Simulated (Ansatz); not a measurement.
## B₄Si₃ (model structure, started from the Al4C3 type, R-3m, No. 166, 7 atoms in the cell)

Calculation: LDA (Ansatz, a quantum-chemistry and plane-wave program, plane waves, PAW).

Run with plane-wave cutoff 520 eV, 18×18×18 k mesh, Fermi–Dirac smearing 0.05 eV, scalar-relativistic PAW data made under PBE.

Cell (relaxed at this level):

```cif
data_B12Si9
_chemical_formula_sum 'B12 Si9'
_space_group_name_H-M_alt 'R-3m :H'
_space_group_IT_number 166
_space_group_name_Hall '-R 3 2"'
_cell_length_a 2.95497
_cell_length_b 2.95497
_cell_length_c 28.74594
_cell_angle_alpha 90.000
_cell_angle_beta 90.000
_cell_angle_gamma 120.000
loop_
_atom_site_label
_atom_site_type_symbol
_atom_site_symmetry_multiplicity
_atom_site_Wyckoff_symbol
_atom_site_fract_x
_atom_site_fract_y
_atom_site_fract_z
_atom_site_occupancy
B1 B 6 c 0.00000 0.00000 0.15387 1
B2 B 6 c 0.00000 0.00000 0.29075 1
Si1 Si 6 c 0.00000 0.00000 0.22344 1
Si2 Si 3 a 0.00000 0.00000 0.00000 1
```
(The calculation used a cell of 7 atoms; values per cell refer to that cell.)

```yaml
band_gap: zero (no gap)
bulk modulus B0: 147 GPa
```

Note: the bulk modulus is −V dP/dV from two relaxed cells at ±2 % in volume; the relaxation could raise the start's symmetry but not lower it, so the cell can be a saddle point.

Static lattice: no zero-point or thermal effects.

It cost very roughly 11 core-minutes of CPU time.

A model structure was made by putting elements into a prototype or built by hand; it is no filed structure, need not be a known phase, and can be a saddle point held by its symmetry.
